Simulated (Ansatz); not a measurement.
```yaml
crystal:
  lattice:
    - [5.36119, 0.00000, 0.00000]
    - [0.00000, 5.36119, 0.00000]
    - [0.00000, 0.00000, 5.36119]
  atoms:
    - { symbol: Tl, position: [0.00000, 0.00000, 0.00000] }
    - { symbol: Sn, position: [0.50000, 0.50000, 0.50000] }
    - { symbol: Cl, position: [0.00000, 0.50000, 0.50000] }
    - { symbol: Cl, position: [0.50000, 0.50000, 0.00000] }
    - { symbol: Cl, position: [0.50000, 0.00000, 0.50000] }
```

No spin polarisation.

The values are results of r2SCAN (Ansatz, a first-principles code, PAW, no spin-orbit coupling), not measurements. Settings: 6×6×6 k-points, 0.05 eV Fermi–Dirac smearing.

Task: What is the computed band gap?

Result: Zero.

Task: What is the computed pressure?

Result: 2.5 GPa.

Task: What is the computed space group?

Result: Pm-3m (No. 221).

The mesh was chosen for an insulator and is coarse for the gapless case. With Tl present, leaving out spin-orbit coupling can change the band edges. The cells carry an imposed strain or load. Stability against distortions was not tested. The final runs are not spin-polarised. The cell was made from TlSnCl3 in the cubic perovskite structure (space group Pm-3m, No. 221; a hypothetical phase, not in the database extracts checked) by this change: isotropic strain −2.66 %. Many cubic perovskites are stable only at high temperature; tilts and polar distortions were not tested. The zero or small gap of TlSnCl3 under isotropic strain −2.66 % can change with the level of theory.
